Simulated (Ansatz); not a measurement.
Consider Ta-vacancy pair (Ta on one host Mo site, one Mo site vacant) in bcc Mo, neutral cell. Calculation: PBE, PAW (plane waves to 420 eV; Ansatz, a first-principles code).

Settings: 36 host sites, the relaxed PBE lattice, a 2×2×3 k-point mesh shifted by half a step, smearing 0.10 eV, spin-restricted, no image-charge correction. Static, classical nuclei. Spin-orbit coupling is left out. Forms of the defect that were not tried may lie lower.

Barriers: single points on a 3×3×5 k-point mesh shifted by half a step at the bands' geometries (they differ from the bands' own by up to 0.15 eV, and are uncertain by about as much).

The step: a nearby Mo atom hops onto the vacant site (Ta-vacancy distance between ideal sites 2.74 → 4.47 Å). Atoms about the jump, Cartesian Å from the middle of the jump, before and after:

| atom | x0 | y0 | z0 | x1 | y1 | z1 |
|---|---|---|---|---|---|---|
| Mo1 | 0.78 | -0.79 | 0.77 | -0.78 | 0.79 | -0.77 |
| Mo2 | -2.37 | -0.79 | 0.79 | -2.36 | -0.80 | 0.79 |
| Mo3 | 0.78 | -0.79 | -2.37 | 0.78 | -0.80 | -2.37 |
| Mo4 | 0.77 | 2.35 | 0.77 | 0.78 | 2.34 | 0.79 |
| Mo5 | 2.33 | 0.78 | -0.80 | 2.35 | 0.77 | -0.78 |
| Mo6 | -0.78 | -2.38 | -0.78 | -0.78 | -2.38 | -0.77 |
| Mo7 | -0.79 | 0.80 | 2.33 | -0.78 | 0.79 | 2.34 |
| Ta8 | -2.34 | -0.75 | -2.33 | -2.37 | -0.80 | -2.37 |
| Mo9 | 0.77 | 2.35 | -2.36 | 0.78 | 2.35 | -2.37 |
| Mo10 | -2.37 | 2.36 | 0.77 | -2.38 | 2.37 | 0.79 |
| Mo11 | 2.36 | -2.38 | -0.79 | 2.35 | -2.36 | -0.78 |

Q: Where do these atoms stand at the saddle point, and how high is it?

A: 
| atom | x | y | z |
|---|---|---|---|
| Mo1 | -0.19 | 0.17 | -0.21 |
| Mo2 | -2.44 | -0.83 | 0.83 |
| Mo3 | 0.82 | -0.83 | -2.47 |
| Mo4 | 0.82 | 2.42 | 0.83 |
| Mo5 | 2.38 | 0.80 | -0.81 |
| Mo6 | -0.80 | -2.42 | -0.79 |
| Mo7 | -0.79 | 0.82 | 2.40 |
| Ta8 | -2.35 | -0.79 | -2.33 |
| Mo9 | 0.79 | 2.35 | -2.34 |
| Mo10 | -2.35 | 2.35 | 0.79 |
| Mo11 | 2.32 | -2.34 | -0.78 |
It lies 1.19 eV above the start and 1.20 eV above the end. The saddle point's order was not checked.
